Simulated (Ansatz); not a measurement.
**Al_Si in silicon**

The numbers are results of PBE, PAW (plane waves to 420 eV; Ansatz, a program for electronic structure), not measurements. Cell: 64 sites, 2×2×2; final energies on a 2×2×2 shifted mesh. Site at the start: the Si site. Energies of charged states are corrected for periodic images (point charge plus alignment at distant sites). Dielectric constants: PBE linear response of the host. Host gap at this level: 0.61 eV. A cell of this size leaves errors of a few tenths of an eV. Levels are measured in PBE's own, too narrow, gap. Spin–orbit coupling is left out. Each state is the lowest found from its start.

Formation energies E_f are given with the Fermi level at the valence-band maximum. Chemical conditions: host crystal and elements as references (Δμ(Si) = 0.00 eV, Δμ(Al) = 0.00 eV; Al taken from its element, since no compound that bounds it was computed at this level; only phases computed here count, gases as isolated molecules at 0 K). Reference phases: Al: fcc Al, Si: silicon.

```
charge         moment (μB)  point group  largest move off a lattice site (Å)  image correction with alignment (eV)  E_f, host crystal and elements as references (eV)
------  ------------------  -----------  -----------------------------------  ------------------------------------  -------------------------------------------------
+1*     not spin-polarised            –                                 0.09                                     –                                                  –
0*              fractional            –                                 0.07                                     –                                                  –
−1      not spin-polarised           Td                                 0.05                                  0.15                                               1.05
```

* At this level the carrier isn't localised at the defect: at charge +1 holes occupy the valence band; at charge 0 holes occupy the valence band. Such a state is shallow or no state of the defect, and this cell gives it no level.

Point groups are those of the whole cell at tolerances of 0.03 and 0.1 Å ("near" where only the looser one holds); none is given for unsettled states.

All states together cost around 30 core-minutes (rough).
